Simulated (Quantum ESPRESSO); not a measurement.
## Effort and miss along a sweep of K_POINTS: Zr5AlSb3 (P6_3/mcm, 18 atoms in the cell)

Cell: a = 8.6981 Å, b = 8.6981 Å, c = 5.8403 Å, α = 90.00°, β = 90.00°, γ = 120.00°.

Method of the run: PBEsol, PSlibrary ultrasoft (PBE) pseudopotentials (plane waves; Quantum ESPRESSO).

Base settings: ecutwfc = 55 Ry; ecutrho = 330 Ry; occupations = smearing; smearing = gaussian; degauss = 0.0073499 Ry; input_dft = pbesol; K_POINTS = automatic 3 3 3 0 0 0; conv_thr = 1e-09 Ry; mixing_beta = 0.4.

Misses are taken against the tightest run, automatic 5 5 6 0 0 0, which need not be fully converged itself. The energy is the free energy per atom.

The count of work is k-points × plane waves × bands × iterations; it is no time, and leaves out set-up, grids and terms that scale otherwise. Core times come from one kind of shared machine and are given to one figure; runs under 30 s give none.

The starting cell comes from a database of computed structures (which also holds hypothetical and non-ambient phases and stackings), without a prior relaxation at this level. In the base run, with a pressure of about -3 GPa the cell is away from its equilibrium volume at this level. Without a gap this mesh is coarse (it stands for a supercell whose shortest vector is 18 Å).

```csv
K_POINTS,energy less reference (meV/atom),pressure less reference (GPa),largest difference in the force on any atom (eV/Å),count of work / reference,core time / reference (rough)
automatic 1 1 1 0 0 0,-247.58,-2.01,0.494,0.054,0.1
automatic 1 1 2 0 0 0,-44.81,-1.06,0.158,0.11,0.2
automatic 2 2 2 0 0 0,17.79,0.17,0.336,0.22,0.3
automatic 2 2 3 0 0 0,5.53,0.09,0.106,0.23,0.3
automatic 3 3 3 0 0 0,5.09,0.13,0.026,0.35,0.3
automatic 3 3 4 0 0 0,-0.88,-0.05,0.055,0.59,0.6
automatic 4 4 6 0 0 0,-1.53,0.00,0.023,0.80,0.8
automatic 5 5 6 0 0 0,0.00,0.00,0.000,1.0,1
```

Coarsest setting among those run that, with all tighter ones, holds the energy within 20 meV/atom of the reference: automatic 2 2 2 0 0 0, off by 18 meV/atom; it needs 0.22 of the reference's count of work and about 0.3 of the reference's time.

Coarsest setting among those run that, with all tighter ones, holds the energy within 10 meV/atom of the reference: automatic 2 2 3 0 0 0, off by 5.5 meV/atom; it needs 0.23 of the reference's count of work and about 0.3 of the reference's time.

The step from automatic 2 2 2 0 0 0 to automatic 4 4 6 0 0 0: it takes the miss in the energy from 18 to 1.5 meV/atom, for 3.7 times the count of work and roughly 2 times the time.
